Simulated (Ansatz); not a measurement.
A computed series for Ti3Al: pressure series

Take Ti3Al (space group P6_3/mmc, No. 194; a = 5.7553 Å, c = 4.6546 Å) as the base.

Cell and atoms are relaxed at each pressure.

The values are results of plane-wave PAW DFT at the PBE level (Ansatz, a quantum-chemistry and plane-wave program, 420 eV), scalar-relativistic without spin-orbit coupling, earlier PAW set, not measurements.

Notes on the quantities. enthalpy: H = E + PV relative to the base's energy.

| change | volume per atom | enthalpy |
|---|---|---|
| base | 16.69 Å³ | – |
| pressure −2 GPa | (withheld) | -0.21 eV/atom |
| pressure −1 GPa | 16.84 Å³ | -0.10 eV/atom |
| pressure 3 GPa | 16.28 Å³ | +0.31 eV/atom |
| pressure 7 GPa | (withheld) | +0.71 eV/atom |
| pressure 15 GPa | 14.99 Å³ | +1.48 eV/atom |
| pressure 30 GPa | 13.85 Å³ | +2.82 eV/atom |
| pressure 50 GPa | (withheld) | +4.48 eV/atom |
| pressure 75 GPa | (withheld) | +6.39 eV/atom |
| pressure 100 GPa | 10.99 Å³ | +8.16 eV/atom |

Complete the table.


- pressure −2 GPa, volume per atom: 17.00 Å³
- pressure 7 GPa, volume per atom: 15.79 Å³
- pressure 50 GPa, volume per atom: 12.75 Å³
- pressure 75 GPa, volume per atom: 11.75 Å³

Load acts through the strain it causes; cell and atoms are relaxed under it. Stability against distortions was not tested. No other phases were tried under pressure. The final runs are not spin-polarised.
